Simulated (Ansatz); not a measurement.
Take GaAs in the zinc blende structure (space group F-43m, No. 216) as the base.

```xyz
2
Lattice="0.0000 2.8297 2.8297 2.8297 0.0000 2.8297 2.8297 2.8297 0.0000" Properties=species:S:1:pos:R:3 pbc="T T T"
As     4.2446     4.2446     4.2446
Ga     0.0000     0.0000     0.0000
```

Computed with Kohn–Sham DFT with the PBEsol functional, run in Ansatz (an electronic-structure program) with PAW and 420 eV plane waves, without spin-orbit coupling, earlier PAW set.

For the base:

```
Item                Result
-------------  -----------
Gap character  direct at Γ
```

One thing is altered: electron doping at 2.0×10^21 cm⁻³ (0.0906 per cell), with a uniform compensating background at fixed cell and a 300 K Fermi–Dirac width.

Question: What does the calculation give for the Fermi level from band edge after the change?

Answer: The Fermi level relative to the doped band's edge (positive inside the band; to 0.05 eV) comes out as +1.05 eV.

Question: How does this affect the gap character?

Answer: The gap character remains direct at Γ.

Charged cell with a jellium background: band edges are those of the host's band count, energies are not comparable with the neutral cell, and many-body gap narrowing is missing. No phonon test of stability was made.
